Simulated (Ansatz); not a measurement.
## TiAl: response to strain

Consider TiAl (space group P4/mmm, No. 123; a = 2.813 Å, c = 4.062 Å; relaxed with 0.1 eV smearing).

Strains are applied to the cell and any free atomic positions relax.

The values are results of r2SCAN/PAW in Ansatz (a first-principles code), spin-orbit coupling left out, not measurements.

Notes on the quantities. energy relative to the base: free energy F; pressure: mean of the normal stresses, compression positive.

| variant | energy relative to the base | pressure | shortest interatomic distance |
|---|---|---|---|
| base | 0 meV/atom | 0.0 GPa | 2.813 Å |
| isotropic strain −3.00 % | [?] | 13.1 GPa | 2.728 Å |
| isotropic strain −2.50 % | +37 meV/atom | 10.6 GPa | 2.742 Å |
| isotropic strain −2.00 % | [?] | 8.2 GPa | 2.756 Å |
| isotropic strain −1.50 % | +13 meV/atom | 6.0 GPa | 2.771 Å |
| isotropic strain −1.00 % | +5.6 meV/atom | 3.9 GPa | 2.785 Å |
| isotropic strain −0.50 % | [?] | [?] | 2.799 Å |

Q: Fill in the withheld entries from the trend.

A: 
- isotropic strain −3.00 %, energy relative to the base: +53 meV/atom
- isotropic strain −2.00 %, energy relative to the base: +23 meV/atom
- isotropic strain −0.50 %, energy relative to the base: +1.4 meV/atom
- isotropic strain −0.50 %, pressure: 1.9 GPa

Whether these cells are dynamically stable was not tested. The final runs are not spin-polarised.
